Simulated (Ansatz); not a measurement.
**HgS: energy against volume**

HgS (zinc blende, F-43m, 25.359 Å³/atom and stress up to 0.01 GPa in the relaxed cell, cube axes along x, y and z) under an equal strain ε along all three axes. PBEsol in Ansatz, a plane-wave DFT program (PAW, default set), 420 eV, 10×10×10 Γ-centred mesh, Fermi-Dirac smearing 0.05 eV; ions are relaxed, or left where forces stay under 0.02 eV/Å, within the symmetry of each cell.

Here V stands for volume and E for E less E0.

```csv
volume (Å³/atom),E less E0 (meV/atom),pressure (GPa)
23.1441,?,?
23.8673,18.62,4.25
24.2345,10.27,3.06
24.6054,4.47,1.96
24.9801,1.10,0.94
25.3586,0.00,0.00
25.7408,1.05,-0.87
26.1269,4.13,-1.67
26.5169,9.12,-2.41
26.9107,15.90,-3.09
```

The 9 complete rows are fitted with the third-order Birch-Murnaghan form, a cubic in V^(-2/3), E against V. With u = V^(-2/3) - 0.1159, the rows have u = 0.0047325, 0.0035109, 0.0023079, 0.0011228, -0.0000445, -0.0011942, -0.0023271, -0.0034434, -0.0045432. Least squares gives E = 0.002 + 72.3·u + 800835·u² + 3219761·u³. Residuals (row less fit): -0.001, 0.003, -0.004, 0.003, 0.000, -0.002, 0.000, 0.003, -0.001; standard error 0.003 (degrees of freedom: 5). Its minimum lies at u = -0.0000452, so V0 = (0.1158548)^(-3/2) = 25.36. There d²E/du² = 1601000 and d³E/du³ = 1.932e7, so B0 = (4/9) × 25.36^(-7/3) × 1601000 × 0.160218 = 60.3 GPa (the last factor turns the table's units into GPa), and B0' = 4 + (2/3) × 0.1158548 × (1.932e7)/1601000 = 4.9. B0' rests on the cubic coefficient alone and has a standard error of 0.1 from these residuals.

Q: What does the fit predict for E at V = 23.1441, and how far is the calculated value from it?

A: u = 0.0072326, so E = 0.002 + 72.3 × 0.0072326 + 800835 × 0.0072326² + 3219761 × 0.0072326³ = 43.635 meV/atom. The calculation gives 43.60 meV/atom, 0.035 meV/atom below the prediction (0.1 % of the range of E in the table). The row lies outside the fitted rows, so this is an extrapolation. The scatter of the fitted rows lies at the last printed digit.

This level leaves no gap over 0.05 eV at strain -3.00, -2.00, -1.50, -1.00, -0.50, 0.00, 0.50, 1.00, 1.50, 2.00 %. Spin-orbit coupling is left out, which can shift these values for the heavy elements here. Other structures, which can take over under pressure, weren't tried. The same form fitted to the pressure column gives B0' = 4.9; series where the two differ by over 0.4 aren't shown. HgS is here metacinnabar; cinnabar is the stable form. Rows are the converged runs of the series near zero and its far end, less any whose ions stayed unrelaxed beside relaxed ones; series whose fitted rows scatter by over a few per cent of the range, as at a crossing or softening among them, aren't shown in this form.
